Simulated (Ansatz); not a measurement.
Here is the system:

```yaml
crystal:
  lattice:
    - [3.30235, 0.00000, 0.00000]
    - [-1.65118, 2.85992, 0.00000]
    - [0.00000, 0.00000, 5.37775]
  atoms:
    - { symbol: Ga, position: [0.66667, 0.33333, 0.00116] }
    - { symbol: Ga, position: [0.33333, 0.66667, 0.50116] }
    - { symbol: N, position: [0.66667, 0.33333, 0.62404] }
    - { symbol: N, position: [0.33333, 0.66667, 0.12404] }
```

No spin polarisation.

The values are results of DFT with r2SCAN, PAW potentials and a 500 eV plane-wave cutoff in Ansatz (a program for electronic structure), no spin-orbit coupling, earlier PAW set, not measurements. Settings: 12×12×7 k-points, 0.05 eV Fermi–Dirac smearing.

Task: Predict the width of the top valence band.

Result: 2.49 eV.

Task: What is the computed electron mass?

Result: 0.12 mₑ along c, 0.14 mₑ across (at Γ).

Task: What gap character does the calculation give?

Result: Direct at Γ.

Task: Predict the pressure (mean of the normal stresses, compression positive).

Result: -17.01 GPa.

The cells carry an imposed strain or load. Effective masses come from finite differences of ±0.01 Å⁻¹. Stability against distortions was not tested. The cell was made from GaN in the wurtzite structure (space group P6_3mc, No. 186) by this change: isotropic strain +3.74 %.
